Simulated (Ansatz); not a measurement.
Abridged Ansatz (an electronic-structure program) output:

```
Pseudopotential: Ba, paw, valence charge 10
Pseudopotential: Ca, paw, valence charge 10
Crystal: 3 atoms, lattice volume = 172.991 Å³
Basis set: ecut = 500 eV, 4377 PW (Γ), exchange–correlation on 240×240×240 points (64 copies of the dense FFT grid, shifted against one another)
Bands: 19, of which v1, the nominal top of the filled ones, is band 15 counted from 1 (14 counted from 0)
Symmetry: 16 space group operations
k-points: 196 of 2197
Functional: x = r2scan, c = r2scan; τ floored in thin density (d = 2e-4 eV/Å³)
SCF iter   1: F=—  HF=-13750.389508 eV  |F-HF|=—  |Δ(HF+E_count)|=         —  Δρ=3.70e-3  dr2=3.70e-2  dr2_τ=3.39e-3  ethr=1.77e-3  ⟨swp⟩=8.7  Hψ=23719  notcnv=0
SCF iter   2: F=—  HF=-13750.494640 eV  |F-HF|=—  |Δ(HF+E_count)|=   1.05e-1  Δρ=2.16e-3  dr2=1.54e-2  dr2_τ=3.68e-4  ethr=1.23e-4  ⟨swp⟩=3.1  Hψ=8632  notcnv=0
SCF 1 converged in 10 iterations: F = -13750.492460 eV  dr2 = 1.04e-11
SCF converged after 10 iterations
Free energy (F): -13750.492460 eV
Internal energy: -13750.451236 eV  (E = F + TS)
E sigma→0 (E₀):  -13750.471848 eV
Entropy (-TS):   -0.041224 eV (-13.741 meV/atom)
Fermi energy:    5.468107 eV
--- Forces (eV/Å), atoms counted from 1 ---
  atom   1  Ba     0.00000000     0.00000000     0.00092720
  atom   2  Ba     0.00000000    -0.00000000    -0.00092720
  atom   3  Ca    -0.00000000     0.00000000    -0.00000000
--- Stress (GPa, compression-positive) ---
        0.015910      -0.000000       0.000000
       -0.000000       0.015910       0.000000
       -0.000000       0.000000       0.010584
  P = ⅓ Tr σ = 0.0141 GPa (0.141 kbar)
```

**Question.** What was computed, and what are the main results?

**Answer.** Ba2Ca, 3 atoms in the cell, with Ansatz r2SCAN, no spin-orbit coupling. The last SCF converged to F = -13750.492460 eV, or -4583.4975 eV per atom, at a pressure of 0.01 GPa. The total energy compares only with runs of the same code, potentials and settings.

These are small ordered cells, not random alloys; other orderings at the same x differ. No phonon test of stability was made. The cell was made from Ba by this change: x(Ca) = 0.333, 3 atoms, I4/mmm.
